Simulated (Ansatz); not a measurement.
**Cu3Ge (space group Pmmn, No. 59; a cell from a computed database, its experimental status unchecked)**

```cif
data_Cu6Ge2
_chemical_formula_sum 'Cu6 Ge2'
_space_group_name_H-M_alt 'P 1'
_space_group_IT_number 1
_cell_length_a 4.15286
_cell_length_b 5.20673
_cell_length_c 4.52078
_cell_angle_alpha 90.000
_cell_angle_beta 90.000
_cell_angle_gamma 90.000
loop_
_space_group_symop_operation_xyz
  'x, y, z'
loop_
_atom_site_label
_atom_site_type_symbol
_atom_site_fract_x
_atom_site_fract_y
_atom_site_fract_z
_atom_site_occupancy
Cu1 Cu 0.00000 0.50000 0.16597 1
Cu2 Cu 0.50000 0.00000 0.83403 1
Cu3 Cu 0.50000 0.24864 0.33696 1
Cu4 Cu 0.50000 0.75136 0.33696 1
Cu5 Cu 0.00000 0.25136 0.66304 1
Cu6 Cu 0.00000 0.74864 0.66304 1
Ge1 Ge 0.50000 0.50000 0.82794 1
Ge2 Ge 0.00000 0.00000 0.17206 1
```

Calculations: Ansatz (an electronic-structure program) PBEsol, no spin-orbit coupling. k-mesh 11×9×10 (Γ-centred); smearing 0.05 eV (Fermi–Dirac).

```yaml
volume_per_atom: 12.22 Å³
density: 8.94 g/cm³
band_gap: zero
total_energy: -6004.991 eV/atom (σ→0; compares only within this code and set-up)
```

Whether these cells are dynamically stable was not tested. The final runs are not spin-polarised.
